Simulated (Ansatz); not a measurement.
## MgTe (P6₃/mmc, No. 194, 4 atoms in the cell; start mp-1017510; a measured phase of this formula has another space group)

These are G0W0@HSE06 in Ansatz (hard PAW, contour deformation, complete-basis limit) values and carry that method's errors.

Settings: largest k mesh 6×6×2 (not extrapolated in the mesh).

Cell (relaxed with PBEsol):

MgTe is modelled in the hexagonal space group P6₃/mmc (No. 194), the NiAs type structure, Pearson symbol hP4. Lattice parameters: a = b = 4.182 Å, c = 6.810 Å, α = β = 90.00°, γ = 120.00°. Mg on 2a is coordinated by 6 Te at 2.955 Å (octahedral). Te on 2c is surrounded by 6 Mg at 2.955 Å (trigonal prismatic). (Neighbours: up to the widest gap in distance over summed covalent radii, below 1.35, at either atom; cation-cation and far metal-metal contacts left out.)

```yaml
band_gap: 2.14 eV
```

Note: GW on a hybrid start was not checked against another program; the gap holds a correction of +0.23 eV to the complete basis.

Spin–orbit coupling is not included; with these elements it can move the gap by several tenths of an eV or more.

The computed numbers hold no vibrational or temperature effects.

A start named mp-… is a Materials Project structure, which need not be a measured phase.

Ansatz is an electronic-structure program.
